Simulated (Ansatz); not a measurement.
## A computed series for Rh: response to strain

Consider Rh in the fcc (Cu type) structure (space group Fm-3m, No. 225; a = 3.782 Å; relaxed with 0.1 eV smearing).

Strains are applied to the cell and any free atomic positions relax.

Calculations: PBEsol (Ansatz, a program for electronic structure, PAW, spin-orbit coupling left out).

Notes on the quantities. energy relative to the base: free energy F.

```json
[
 {"change": "base", "volume per atom": "13.52 Å³", "energy relative to the base": "0 meV/atom", "pressure": "0.0 GPa"},
 {"change": "isotropic strain −3.00 %", "volume per atom": "12.34 Å³", "energy relative to the base": "+114 meV/atom", "pressure": "33.8 GPa"},
 {"change": "isotropic strain −2.50 %", "volume per atom": "12.53 Å³", "energy relative to the base": "+77 meV/atom", "pressure": "27.0 GPa"},
 {"change": "isotropic strain −2.00 %", "volume per atom": "12.72 Å³", "energy relative to the base": "+48 meV/atom", "pressure": "20.7 GPa"},
 {"change": "isotropic strain −0.50 %", "volume per atom": "13.32 Å³", "energy relative to the base": "+2.8 meV/atom", "pressure": "4.6 GPa"},
 {"change": "isotropic strain +0.50 %", "volume per atom": "13.72 Å³", "energy relative to the base": "+2.7 meV/atom", "pressure": "-4.2 GPa"},
 {"change": "isotropic strain +1.00 %", "volume per atom": "13.93 Å³", "energy relative to the base": "+11 meV/atom", "pressure": "-8.1 GPa"},
 {"change": "isotropic strain +1.50 %", "volume per atom": "14.14 Å³", "energy relative to the base": "+24 meV/atom", "pressure": "-11.7 GPa"},
 {"change": "isotropic strain +2.00 %", "volume per atom": "14.35 Å³", "energy relative to the base": "?", "pressure": "?"},
 {"change": "isotropic strain +3.00 %", "volume per atom": "14.77 Å³", "energy relative to the base": "+89 meV/atom", "pressure": "-20.7 GPa"}
]
```

Question: What belongs in the blanks?

Answer: 
- isotropic strain +2.00 %, energy relative to the base: +41 meV/atom
- isotropic strain +2.00 %, pressure: -14.9 GPa

Stability against distortions was not tested. The final runs are not spin-polarised. Rh lies near a magnetic instability that expansion can trigger; it was not tested.
